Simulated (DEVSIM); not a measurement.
Structure: abrupt In0.53Ga0.47As n-p junction, at 300 K.

Layer 1 from the left is In0.53Ga0.47As, thickness (μm) 0.120, Nd (cm⁻³) 1.1e16, τn (s) 9e-10, τp (s) 2.7e-11. Layer 2 from the left is In0.53Ga0.47As, thickness (μm) 1.10, Na (cm⁻³) 1.7e17, τn (s) 9e-10, τp (s) 9e-10.

Left contact: ohmic. Right contact: ohmic. Voltage is applied to the left contact. Recombination: SRH at mid-gap, radiative, Auger. Mobility is constant in doping.

The device is made up for the run: typed textbook-type constants, with dimensions and the other settings drawn at random. Values at 300 K.

In0.53Ga0.47As: gap (eV) 0.74, affinity (eV) 4.51, permittivity 13.9, Nc (cm⁻³) 2.1e17, Nv (cm⁻³) 7.7e18, μn (cm²/Vs) 12000, μp (cm²/Vs) 300, B (cm³/s) 9.6e-11, Cn (cm⁶/s) 5e-29, Cp (cm⁶/s) 5e-29.

Model (solved in DEVSIM): 1D drift-diffusion, Boltzmann statistics, complete ionisation; no tunnelling, impact ionisation, image-force lowering or self-heating.

Task: What does the simulation give for the largest field in the device at zero bias, the dark forward voltage at 1 A/cm², the potential step across the device at zero bias?

Result: largest field in the device at zero bias 50000 V/cm; dark forward voltage at 1 A/cm² 0.254 V; potential step across the device at zero bias 0.565 V.
